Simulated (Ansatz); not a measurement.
**A computed series for SnBi2Te4: response to strain**

Consider SnBi2Te4 (space group R-3m, No. 166; a = 4.4069 Å, c = 41.2328 Å (hexagonal axes); a cell from a computed database, its experimental status unchecked). Axes: x lies along a and z along c of the hexagonal cell.

Strains are applied to the cell and any free atomic positions relax; under biaxial strain the out-of-plane vector relaxes too.

Level of theory: PBE-D3(BJ)/PAW in Ansatz (an electronic-structure program), no SOC.

Computed cases, in order: biaxial strain −2.71 %, plane normal [001], relaxed out of plane; biaxial strain −1.33 %, plane normal [001], relaxed out of plane; biaxial strain −1.18 %, plane normal [001], relaxed out of plane; the unstrained base; biaxial strain +0.36 %, plane normal [001], relaxed out of plane; biaxial strain +0.78 %, plane normal [001], relaxed out of plane.

Problem. Between which two neighbouring cases does the gap turn between direct and indirect?

Solution. Between biaxial strain −2.71 %, plane normal [001], relaxed out of plane (0.19 eV, indirect, T → L) and biaxial strain −1.33 %, plane normal [001], relaxed out of plane (0.37 eV, direct at T). The whole series: biaxial strain −2.71 %, plane normal [001], relaxed out of plane: 0.19 eV, indirect, T → L; biaxial strain −1.33 %, plane normal [001], relaxed out of plane: 0.37 eV, direct at T; biaxial strain −1.18 %, plane normal [001], relaxed out of plane: 0.36 eV, direct at T; the unstrained base: 0.32 eV, direct at T; biaxial strain +0.36 %, plane normal [001], relaxed out of plane: 0.31 eV, direct at T; biaxial strain +0.78 %, plane normal [001], relaxed out of plane: 0.30 eV, direct at T.

Spin-orbit coupling, missing from the scalar runs, can matter with Bi and Te. No phonon test of stability was made. The D3 term's C6 switches between coordination references near this geometry, which can add small steps to energies. The zero or small gap of SnBi2Te4 under biaxial strain −2.71 %, plane normal [001], relaxed out of plane and SnBi2Te4 under biaxial strain +0.78 %, plane normal [001], relaxed out of plane can change with the level of theory.
